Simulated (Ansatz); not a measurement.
# Pressure series in Pt

The parent structure is Pt in the fcc (Cu type) structure (space group Fm-3m, No. 225; a = 3.894 Å).

Cell and atoms are relaxed at each pressure.

Computed with LDA in Ansatz (plane waves to 420 eV, PAW, without spin-orbit coupling).

Notes on the quantities. enthalpy: H = E + PV relative to the base's energy.

```
case                    enthalpy  lattice parameter a
-----------------  -------------  -------------------
base                           –              3.894 Å
pressure −2 GPa    -0.18 eV/atom              3.903 Å
pressure −1 GPa    -0.09 eV/atom              3.898 Å
pressure 0.9 GPa   +0.08 eV/atom              3.890 Å
pressure 2.1 GPa   +0.19 eV/atom              3.885 Å
pressure 4.5 GPa   +0.41 eV/atom              3.876 Å
pressure 9 GPa     +0.82 eV/atom              3.859 Å
pressure 15 GPa    +1.35 eV/atom              3.838 Å
pressure 22.5 GPa  +2.01 eV/atom              3.814 Å
pressure 30 GPa    +2.65 eV/atom              3.792 Å
```

Load acts through the strain it causes; cell and atoms are relaxed under it. Stability against distortions was not tested. Competing high-pressure phases were not computed. The final runs are not spin-polarised.

Ansatz is an electronic-structure program.
